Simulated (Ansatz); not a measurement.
A self-consistent single point of B2Te3 (R-3c, 10 atoms in the cell) with Ansatz (a first-principles code)

Method: PBE (plane waves, PAW; Ansatz).

The input file:

Ansatz 0.2 input:
```yaml
crystal:
  lattice:
    - [2.92987000, 1.69156100, 5.33153800]
    - [-2.92987000, 1.69156100, 5.33153800]
    - [0.00000000, -3.38312200, 5.33153800]
  atoms:
    - { symbol: B, position: [0.35216000, 0.35216000, 0.35216000] }
    - { symbol: B, position: [0.14784000, 0.14784000, 0.14784000] }
    - { symbol: B, position: [0.64784000, 0.64784000, 0.64784000] }
    - { symbol: B, position: [0.85216000, 0.85216000, 0.85216000] }
    - { symbol: Te, position: [0.55610000, 0.94390000, 0.25000000] }
    - { symbol: Te, position: [0.25000000, 0.55610000, 0.94390000] }
    - { symbol: Te, position: [0.94390000, 0.25000000, 0.55610000] }
    - { symbol: Te, position: [0.44390000, 0.05610000, 0.75000000] }
    - { symbol: Te, position: [0.75000000, 0.44390000, 0.05610000] }
    - { symbol: Te, position: [0.05610000, 0.75000000, 0.44390000] }
kpoints:
  mp_grid: { grid: [5, 5, 5] }
hamiltonian:
  xc: pbe
  pseudopotentials: { kind: paw }
scf:
  occupations: { method: gaussian, width: 0.136 }
output:
  forces: true
  eigenvalues: true
  stress: true
```

Log, with long lists cut:

```
WARN basis.ecutwfc = 420 eV, the default
WARN ansatz: RAYON_NUM_THREADS=1 ignored (pool sized by the plan → 1); use --threads N
Pseudopotentials: kind: paw
Pseudopotential: B, paw, valence charge 3
Pseudopotential: Te, paw, valence charge 16
Crystal: 10 atoms, lattice volume = 158.540 Å³
Basis set: ecut = 420 eV, 3131 PW (Γ), exchange–correlation on 90×90×90 points (8 copies of the dense FFT grid, shifted against one another)
Bands: 65, of which v1, the nominal top of the filled ones, is band 54 counted from 1 (53 counted from 0)
Symmetry: 12 space group operations
Space group: R-3c (ITA 167), of the structure as read, at distance tolerance 5.4e-5 Å
k-points: 19 of 125
Initial density: superposition of atomic densities (neutral atoms: chi_scale 0, normalization atom), corrected by the library's trained network
Initial wavefunctions: pseudopotential atomic-orbital guess
Eigensolver: davidson
Functional: x = pbe(κ = 0.804, μ = 0.2195149727645171), c = pbe(β = 0.06672455060314922)
SCF iter   1: F=—  HF=-42490.536221 eV  |F-HF|=—  |Δ(HF+E_count)|=         —  Δρ=5.13e-3  dr2=4.48e-2  ethr=1.77e-3  ⟨swp⟩=7.1  Hψ=4948  notcnv=0
all-band conjugate gradients solve this SCF's bands
preconditioner: auto → Kerker (q_TF=auto, 2.559 Å⁻¹)
SCF iter   2: F=—  HF=-42490.528044 eV  |F-HF|=—  |Δ(HF+E_count)|=   8.18e-3  Δρ=2.99e-3  dr2=1.37e-2  ethr=4.14e-5  ⟨swp⟩=2.1  Hψ=2448  notcnv=0
SCF iter   3: F=—  HF=-42490.525904 eV  |F-HF|=—  |Δ(HF+E_count)|=   2.14e-3  Δρ=1.02e-3  dr2=2.13e-3  ethr=1.27e-5  ⟨swp⟩=2.0  Hψ=1640  notcnv=0
SCF iter   4: F=—  HF=-42490.525228 eV  |F-HF|=—  |Δ(HF+E_count)|=   6.76e-4  Δρ=3.31e-4  dr2=1.77e-4  ethr=1.97e-6  ⟨swp⟩=2.0  Hψ=1630  notcnv=0
SCF iter   5: F=—  HF=-42490.525211 eV  |F-HF|=—  |Δ(HF+E_count)|=   1.78e-5  Δρ=7.05e-5  dr2=7.21e-6  ethr=1.64e-7  ⟨swp⟩=2.0  Hψ=2212  notcnv=0
SCF iter   6: F=—  HF=-42490.525224 eV  |F-HF|=—  |Δ(HF+E_count)|=   1.32e-5  Δρ=1.42e-5  dr2=4.55e-7  ethr=6.68e-9  ⟨swp⟩=2.0  Hψ=2212  notcnv=0
SCF iter   7: F=-42490.525224 eV  HF=-42490.525224 eV  |F-HF|=2.09e-9  |Δ(HF+E_count)|=   1.40e-7  Δρ=3.71e-6  dr2=4.25e-8  ethr=9.26e-11  ⟨swp⟩=8.8  Hψ=4719  notcnv=0
SCF 1 converged in 7 iterations: F = -42490.525224 eV  dr2 = 4.25e-8
SCF converged after 7 iterations
Free energy (F): -42490.525224 eV
Harris-Foulkes:  -42490.525224 eV  (|F-HF|=2.09e-9)
Internal energy: -42490.486452 eV  (E = F + TS)
E sigma→0 (E₀):  -42490.505838 eV
Entropy (-TS):   -0.038772 eV (-3.877 meV/atom)
Fermi energy:    15.791710 eV
--- Per-component energies (eV) ---
  E_band       = -905.420014
  E_kinetic    = 1306.623944
  E_local      = -5291.659337  (includes V_loc(G=0)·N_el)
  E_nonlocal   = -1809.517983
  E_hartree    = 3989.493554
  E_xc         = -888.723260
  E_vxc        = -797.551821  (∫ρ·V_xc dr)
  E_paw        = -28290.638617  (= ΣΔE_a)
  E_vpaw       = -2292.306190  (= ΣTr[D̂ρ^β])
  E_aug_tail   = -0.001145  (compensation charges beyond the density's cutoff)
  E_ewald      = -11506.063609
  E_smearing   = -0.038772  (= −TS)
  E_closure    = 0.000000  (closes the sum)
  Σ components = -42490.525224   (vs F -42490.525224, Δ=0.00e0)
--- Forces (eV/Å), atoms counted from 1 ---
  atom   1  B      0.00000000     0.00000000    -0.17461733
  atom   2  B      0.00000000     0.00000000     0.17461733
  atom   3  B     -0.00000000    -0.00000000     0.17461733
  atom   4  B     -0.00000000     0.00000000    -0.17461733
  atom   5  Te     0.79347807     0.00000000     0.00000000
  atom   6  Te    -0.39673903     0.68717216    -0.00000000
  atom   7  Te    -0.39673903    -0.68717216    -0.00000000
  atom   8  Te    -0.79347807    -0.00000000    -0.00000000
  atom   9  Te     0.39673903    -0.68717216     0.00000000
  atom  10  Te     0.39673903     0.68717216     0.00000000
  max |Σ_I F_I| component: 4.44e-16 eV/Å
--- Stress (GPa, compression-positive) ---
       29.641072       0.000000       0.000000
        0.000000      29.641072       0.000000
        0.000000       0.000000      32.551964
  P = ⅓ Tr σ = 30.6114 GPa (306.114 kbar)
  The stress holds the Pulay correction. Without it, at fixed plane waves, as pw.x and ABINIT print it: P = 30.5148 GPa
--- Band table (eV; the first three rows and the last of 19) ---
  k-point 0: bands = ["-22.1699", "-22.1656", "-22.1656", "-22.1607", "-22.1557", "-22.1557", "-22.1459", "-22.1401", "-22.1401", "-22.1318", "-22.1176", "-22.1176", "-22.1144", "-22.1144", "-22.1135", "-22.1085", "-22.1037", "-22.1037", "-22.0917", [...]
  k-point 1: bands = ["-22.1705", "-22.1670", "-22.1660", "-22.1594", "-22.1554", "-22.1526", "-22.1517", "-22.1397", "-22.1380", "-22.1354", "-22.1200", "-22.1184", "-22.1150", "-22.1149", "-22.1111", "-22.1070", "-22.1023", "-22.1012", "-22.0935", [...]
  k-point 2: bands = ["-22.1708", "-22.1696", "-22.1649", "-22.1603", "-22.1574", "-22.1556", "-22.1480", "-22.1439", "-22.1356", "-22.1323", "-22.1256", "-22.1246", "-22.1151", "-22.1143", "-22.1062", "-22.1038", "-22.1002", "-22.0964", "-22.0942", [...]
  k-point 18: bands = ["-22.1703", "-22.1677", "-22.1617", "-22.1601", "-22.1564", "-22.1554", "-22.1454", "-22.1446", "-22.1306", "-22.1263", "-22.1252", "-22.1210", "-22.1118", "-22.1096", "-22.1091", "-22.1033", "-22.1031", "-22.1021", [...]
```

The run converged in 7 iterations.

The starting cell was generated: these elements placed on a structure prototype, without a prior relaxation; it need not be a known phase or ordering of this composition. Spin-orbit coupling is off. With a pressure of about 31 GPa the cell is away from its equilibrium volume at this level. Ansatz's pressure includes its estimate of the finite-basis (Pulay) stress. The run gives no clean gap (levels at the Fermi energy touch, overlap or are partly filled at this smearing), which alone does not show that the compound is a metal.
